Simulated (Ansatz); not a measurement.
The reference is MgO in the rock salt structure (space group Fm-3m, No. 225; a = 4.254 Å).

Now apply this change: cell and atoms relaxed at a pressure of 30 GPa.

Levels (all Ansatz, a first-principles code, PAW): PBE (420 eV, scalar-relativistic without spin-orbit coupling); HSE06+SOC (420 eV, with spin-orbit coupling).

The geometry is relaxed with PBE.

| Item | Result |
|---|---|
| PBE band gap | 5.98 eV |
| PBE valence-band top at Γ | 0.00, 0.00, 0.00 eV |

### Question
How does going to HSE06+SOC change the band gap and valence-band top at Γ?

### Answer
The band gap goes up by 1.84 eV to 7.82 eV; the valence-band top at Γ (three highest Kramers pairs, from the VBM) changes from 0.00, 0.00, 0.00 eV to 0.00, 0.00, -0.04 eV. The threefold valence maximum splits by Δso ≈ 43 meV.

Single points use the geometry relaxed with PBE. The spin-orbit shifts are approximate. Load acts through the strain it causes; cell and atoms are relaxed under it. Whether these cells are dynamically stable was not tested. Competing high-pressure phases were not computed.
